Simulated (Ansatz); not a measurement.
Consider O vacancy in rock-salt MgO, charge state +2. Method: PBE, PAW (plane waves to 420 eV; Ansatz, an electronic-structure program).

Settings: 64 host sites, the relaxed PBE lattice, the Γ point alone, smearing 0.01 eV, spin-restricted, no image-charge correction. Static, classical nuclei. The charge state is imposed; whether it is stable for some Fermi level was not computed. Forms of the defect that were not tried may lie lower.

Barriers: single points on a 2×2×2 k-point mesh shifted by half a step at the bands' geometries (they differ from the bands' own by up to 0.06 eV, and are uncertain by about as much).

Relaxed starting cell (atoms counted from 1):

```yaml
crystal:
  lattice:
    - [8.50724, 0.00000, 0.00000]
    - [0.00000, 8.50724, 0.00000]
    - [0.00000, 0.00000, 8.50724]
  atoms:
    - { symbol: Mg, position: [0.97869, 0.99980, 0.00068] }
    - { symbol: Mg, position: [0.99667, 0.99980, 0.50067] }
    - { symbol: Mg, position: [0.99667, 0.49978, 0.00067] }
    - { symbol: Mg, position: [0.99806, 0.49979, 0.50068] }
    - { symbol: Mg, position: [0.52002, 0.99979, 0.00065] }
    - { symbol: Mg, position: [0.50202, 0.99979, 0.50066] }
    - { symbol: Mg, position: [0.50203, 0.49980, 0.00067] }
    - { symbol: Mg, position: [0.50064, 0.49979, 0.50066] }
    - { symbol: O, position: [0.24937, 0.99980, 0.50067] }
    - { symbol: O, position: [0.24935, 0.49979, 0.00064] }
    - { symbol: O, position: [0.24935, 0.49979, 0.50067] }
    - { symbol: O, position: [0.74935, 0.99980, 0.00068] }
    - { symbol: O, position: [0.74935, 0.99980, 0.50067] }
    - { symbol: O, position: [0.74935, 0.49980, 0.00067] }
    - { symbol: O, position: [0.74935, 0.49980, 0.50067] }
    - { symbol: Mg, position: [0.99946, 0.24968, 0.25055] }
    - { symbol: Mg, position: [0.99949, 0.24967, 0.75080] }
    - { symbol: Mg, position: [0.99946, 0.74991, 0.25056] }
    - { symbol: Mg, position: [0.99948, 0.74992, 0.75080] }
    - { symbol: Mg, position: [0.49923, 0.24966, 0.25054] }
    - { symbol: Mg, position: [0.49922, 0.24967, 0.75079] }
    - { symbol: Mg, position: [0.49922, 0.74992, 0.25055] }
    - { symbol: Mg, position: [0.49922, 0.74991, 0.75079] }
    - { symbol: O, position: [0.24936, 0.24381, 0.24467] }
    - { symbol: O, position: [0.24935, 0.24380, 0.75665] }
    - { symbol: O, position: [0.24936, 0.75579, 0.24468] }
    - { symbol: O, position: [0.24935, 0.75578, 0.75666] }
    - { symbol: O, position: [0.74935, 0.24826, 0.24913] }
    - { symbol: O, position: [0.74935, 0.24826, 0.75220] }
    - { symbol: O, position: [0.74936, 0.75133, 0.24913] }
    - { symbol: O, position: [0.74935, 0.75133, 0.75220] }
    - { symbol: Mg, position: [0.24934, 0.99981, 0.27132] }
    - { symbol: Mg, position: [0.24935, 0.99978, 0.73002] }
    - { symbol: Mg, position: [0.24935, 0.49977, 0.25336] }
    - { symbol: Mg, position: [0.24935, 0.49982, 0.74801] }
    - { symbol: Mg, position: [0.74932, 0.99980, 0.25334] }
    - { symbol: Mg, position: [0.74936, 0.99980, 0.74798] }
    - { symbol: Mg, position: [0.74934, 0.49979, 0.25195] }
    - { symbol: Mg, position: [0.74935, 0.49979, 0.74938] }
    - { symbol: O, position: [0.00535, 0.99980, 0.24467] }
    - { symbol: O, position: [0.00532, 0.99980, 0.75664] }
    - { symbol: O, position: [0.00089, 0.49980, 0.24913] }
    - { symbol: O, position: [0.00088, 0.49980, 0.75220] }
    - { symbol: O, position: [0.49338, 0.99980, 0.24469] }
    - { symbol: O, position: [0.49336, 0.99980, 0.75668] }
    - { symbol: O, position: [0.49781, 0.49980, 0.24913] }
    - { symbol: O, position: [0.49781, 0.49980, 0.75221] }
    - { symbol: Mg, position: [0.24936, 0.27045, 0.00067] }
    - { symbol: Mg, position: [0.24935, 0.25247, 0.50070] }
    - { symbol: Mg, position: [0.24934, 0.72914, 0.00070] }
    - { symbol: Mg, position: [0.24935, 0.74711, 0.50066] }
    - { symbol: Mg, position: [0.74934, 0.25247, 0.00066] }
    - { symbol: Mg, position: [0.74935, 0.25108, 0.50068] }
    - { symbol: Mg, position: [0.74935, 0.74711, 0.00066] }
    - { symbol: Mg, position: [0.74935, 0.74851, 0.50068] }
    - { symbol: O, position: [0.00533, 0.24381, 0.00066] }
    - { symbol: O, position: [0.00089, 0.24826, 0.50067] }
    - { symbol: O, position: [0.00533, 0.75579, 0.00066] }
    - { symbol: O, position: [0.00089, 0.75134, 0.50066] }
    - { symbol: O, position: [0.49337, 0.24382, 0.00067] }
    - { symbol: O, position: [0.49781, 0.24826, 0.50067] }
    - { symbol: O, position: [0.49337, 0.75578, 0.00067] }
    - { symbol: O, position: [0.49781, 0.75133, 0.50067] }
```
Cell charge +2.

End state 1 differs by these moves (Å; atoms that move under 0.08 Å are left out):

| atom | element | Δx | Δy | Δz |
|---|---|---|---|---|
| 1 | Mg | 0.18 | 0.00 | 0.00 |
| 5 | Mg | -0.18 | 0.00 | 0.00 |
| 19 | Mg | -0.18 | 0.00 | 0.00 |
| 23 | Mg | 0.18 | 0.00 | 0.00 |
| 27 | O | 0.00 | 2.02 | 2.02 |
| 32 | Mg | 0.00 | 0.02 | -0.18 |
| 33 | Mg | 0.00 | 0.18 | 0.17 |
| 35 | Mg | 0.00 | -0.18 | 0.02 |
| 48 | Mg | 0.00 | -0.18 | 0.02 |
| 50 | Mg | 0.00 | 0.17 | 0.17 |
| 51 | Mg | 0.00 | 0.02 | -0.18 |

What is the computed forward and backward barriers to end state 1 (PBE, PAW)?

forward 2.12 eV, backward 2.12 eV; at the saddle point atom 27 has neighbours 2 Mg at 1.81 Å. The saddle point's order was not checked, and it lies on a symmetry element of the cell, where a band can be held.
